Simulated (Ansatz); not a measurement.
Data:

Host crystal: 3C silicon carbide, with a band gap (PBE, scalar-relativistic without spin-orbit coupling).

End structure of Li on the 1x1 (110) surface of 3C silicon carbide (cut with top plane C + Si), one in a 1x1 cell, started at the site 'bridge C-Si (span 3.9 Å)':

```xyz
13
Lattice="3.0971 0.0000 0.0000 0.0000 4.3800 0.0000 0.0000 0.0000 27.0000" Properties=species:S:1:pos:R:3 pbc="T T T"
C      0.0000     3.2273     9.6400
Si     1.5486     2.3762     9.8826
C      1.5486     1.0384    11.1621
Si     0.0000    -0.0299    11.1216
C      0.0000     3.2647    12.7216
Si     1.5486     2.1693    12.7410
C      1.5488     1.0650    14.2798
Si     0.0002    -0.0267    14.2644
C      0.0003     3.2437    15.8159
Si     1.5490     2.1567    15.8485
C      1.5493     1.0923    17.4083
Si     0.0005     0.0559    17.2880
Li     0.0008     2.1613    18.4964
```

Slab: 13 atoms, 7.7 Å thick at the start under the adsorbate (thin: gaps and levels are the slab's own); k 6x6x1, smearing 0.01 eV, dipole-corrected; 6 atoms held, the rest relaxed; no symmetry held; spin-polarised, ending with about 1.0 μB a cell, a value that depends on the mesh; orders that need a larger cell were not tried, no spin-orbit, no U, no dispersion correction. The slab shows no gap over 0.04 eV on its mesh. At the end it is bonded to 2 C + 2 Si. In PBE it is, or lies within 0.03 eV of, the lowest of the starts that converged.

A negative adsorption energy means that the adsorbate is more stable on the surface than in its reference.

### Question
What adsorption energy against an atom of bcc Li does PBE in Ansatz (a first-principles code) give?

### Answer
-0.84 eV

### Question
What is the computed change of the step from the bottom to the top vacuum level, against the clean slab (PBE)?

### Answer
-2.62 eV
